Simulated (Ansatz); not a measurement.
Results of LDA (Ansatz, a quantum-chemistry and plane-wave program, plane waves, PAW) for TaSb₂ (C2/m, No. 12, 6 atoms in the cell; start mp-11697).

Numerical settings: plane-wave cutoff 520 eV, 16×16×8 k mesh (along the axes of the cell as run), Fermi–Dirac smearing 0.05 eV, scalar-relativistic PAW data made under PBE.

Cell (relaxed at this level):

```xyz
6
Lattice="5.0759 -1.8053 0.0121 5.0759 1.8053 0.0121 -4.1777 0.0000 7.0847" Properties=species:S:1:pos:R:3 pbc="T T T"
Ta     5.2306     0.0000     5.7711
Ta     0.7435     0.0000     1.3377
Sb    -0.7309     0.0000     3.7926
Sb     6.7050     0.0000     3.3162
Sb     3.6400     0.0000     0.8143
Sb     2.3340     0.0000     6.2945
```

Task: Give the computed bulk modulus B0.

Result: 
bulk modulus B0: 117 GPa

The run finds no gap.

Note: the bulk modulus is −V dP/dV from two relaxed cells at ±2 % in volume; the relaxation could not lower the start's symmetry, so the cell can be a saddle point above a distorted one.

Spin–orbit coupling is not included; it can open a gap where bands touch, and shift volumes and moduli.

The result took around 15 core-minutes (rough).

A start named mp-… is a Materials Project structure, which need not be a measured phase.
